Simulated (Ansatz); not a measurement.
The parent structure is Se (space group P3_121, No. 152; a = 4.5066 Å, c = 4.9888 Å; made of chains). Axes: x lies along a and z along c of the hexagonal cell.

Structures relaxed with Ansatz (a quantum-chemistry and plane-wave program), r2SCAN, PAW, cutoff 500 eV, no spin-orbit coupling, earlier PAW set.

Base:

Simulated powder pattern, Cu Kα1, λ = 1.54056 Å (kinematic, ideal powder, no thermal factors, no anomalous dispersion; the 14 strongest lines at most, above 2 %, up to 2θ = 90°):

| 2θ (°) | I/Imax (%) | hkl |
|---|---|---|
| 22.77 | 53 | (100) |
| 29.02 | 100 | (101) |
| 39.98 | 16 | (110) |
| 43.00 | 34 | (012) |
| 44.06 | 28 | (111) |
| 50.16 | 25 | (201) |
| 54.86 | 15 | (112) |
| 55.19 | 6.8 | (003) |
| 60.15 | 15 | (022) |
| 60.46 | 6.9 | (013) |
| 62.96 | 20 | (210) |
| 65.98 | 6.7 | (121) |
| 75.45 | 8.1 | (031) |
| 88.54 | 16 | (213) |

After one change:

Simulated powder pattern, Cu Kα1, λ = 1.54056 Å (kinematic, ideal powder, no thermal factors, no anomalous dispersion; the 14 strongest lines at most, above 2 %, up to 2θ = 90°):

```json
[
 {"2θ (°)": "22.68", "I/Imax (%)": "54"},
 {"2θ (°)": "22.77", "I/Imax (%)": "53"},
 {"2θ (°)": "22.85", "I/Imax (%)": "52"},
 {"2θ (°)": "28.96", "I/Imax (%)": "100"},
 {"2θ (°)": "29.02", "I/Imax (%)": "100"},
 {"2θ (°)": "29.09", "I/Imax (%)": "100"},
 {"2θ (°)": "42.95", "I/Imax (%)": "34"},
 {"2θ (°)": "43.00", "I/Imax (%)": "33"},
 {"2θ (°)": "43.04", "I/Imax (%)": "33"},
 {"2θ (°)": "43.92", "I/Imax (%)": "29"},
 {"2θ (°)": "44.06", "I/Imax (%)": "28"},
 {"2θ (°)": "44.20", "I/Imax (%)": "28"},
 {"2θ (°)": "49.99", "I/Imax (%)": "25"},
 {"2θ (°)": "50.16", "I/Imax (%)": "25"}
]
```

Question: Name the change that was made.
A. tensor shear ε_xy = −0.41 %
B. tensor shear ε_yz = −0.76 %
C. isotropic strain +4.95 %
D. isotropic strain +2.86 %

Answer: A, tensor shear ε_xy = −0.41 %. Its volume per atom is 29.25 Å³ against 29.25 Å³, and its space group is P1 (No. 1).

Stability against distortions was not tested. No dispersion term is included, though the crystal is made of layers, chains or molecules, so its spacings can come out too wide.
